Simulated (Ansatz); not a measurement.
Consider BeS (space group P4/nmm, No. 129; a = 3.4521 Å, c = 5.6208 Å; a hypothetical phase, not in the database extracts checked; layered, stacked along the Cartesian z axis).

Now apply this change: cell and atoms relaxed at a pressure of 10 GPa.

Levels (all Ansatz, a first-principles code, PAW): PBEsol (420 eV, no spin-orbit coupling); HSE06 (420 eV, without spin-orbit coupling).

The geometry is relaxed with PBEsol.

| Property | Value |
|---|---|
| PBEsol band gap | 1.73 eV |

**Question.** How does going to HSE06 change the band gap?

**Answer.** The band gap goes up by 1.05 eV, from 1.73 eV to 2.78 eV.

Single points use the geometry relaxed with PBEsol. Load acts through the strain it causes; cell and atoms are relaxed under it. Stability against distortions was not tested. No other phases were tried under pressure. The base started in Pnma and relaxed to P4/nmm at this level. No dispersion term is included in the PBEsol runs.
